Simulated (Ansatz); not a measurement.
The starting structures come from a database of crystals and need not be the phases stable at ambient conditions.

The decay constant κ of evanescent states in the gap governs leakage through a thin film.

```
CELL_PARAMETERS angstrom
      5.60900     0.00000     0.00000
      0.52555     6.81209     0.00000
      1.72816    -0.95342     5.41093
ATOMIC_POSITIONS crystal
  In 0.36790 0.21870 0.72860
  In 0.63210 0.78130 0.27140
  H  0.11580 0.26240 0.36170
  H  0.88420 0.73760 0.63830
  H  0.92960 0.22100 0.62150
  H  0.07040 0.77900 0.37850
  As 0.26160 0.74080 0.87870
  As 0.73840 0.25920 0.12130
  O  0.35590 0.88940 0.65040
  O  0.64410 0.11060 0.34960
  O  0.31060 0.85200 0.14640
  O  0.68940 0.14800 0.85360
  O  0.44640 0.51900 0.76200
  O  0.55360 0.48100 0.23800
  O  0.94320 0.73810 0.92910
  O  0.05680 0.26190 0.07090
  O  0.08700 0.27700 0.54330
  O  0.91300 0.72300 0.45670
```

Space group of this cell: P-1. The cell is taken as given; by PBEsol its mean pressure is -5.0 GPa.

Transport runs along the normal of the first two printed cell vectors.

The gap is the functional's own. No spin-orbit coupling. Mid-gap values are interpolated on the energy grid.

Question: Compute, with Ansatz (an electronic-structure program) with PBEsol, the band gap and the smallest decay constant κ at mid-gap.

Answer: Gap 2.04 eV on a 6×6×6 mesh; κ = 0.252 1/Å, at the zone centre.
